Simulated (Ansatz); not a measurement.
## Response to strain in TlBr

Base system: TlBr in the CsCl type structure (space group Pm-3m, No. 221; a = 3.915 Å). Axes: x, y, z lie along the cube axes.

Strains are applied to the cell and any free atomic positions relax.

Calculations: Ansatz (an electronic-structure program) PBEsol, no SOC.

Candidates:
(a) uniaxial strain ε_zz = +0.50 %
(b) uniaxial strain ε_zz = −2.00 %
(c) uniaxial strain ε_zz = −1.00 %
(d) uniaxial strain ε_zz = −2.50 %
(e) uniaxial strain ε_zz = +3.00 %

Base values:

The smallest direct gap is 1.59 eV.

### Question
Order them by smallest direct gap, highest first.

### Answer
(e) uniaxial strain ε_zz = +3.00 % (1.64 eV), (a) uniaxial strain ε_zz = +0.50 % (1.60 eV), (c) uniaxial strain ε_zz = −1.00 % (1.54 eV), (b) uniaxial strain ε_zz = −2.00 % (1.49 eV), (d) uniaxial strain ε_zz = −2.50 % (1.46 eV)

Spin-orbit coupling, missing from the scalar runs, can matter with Tl. Stability against distortions was not tested.
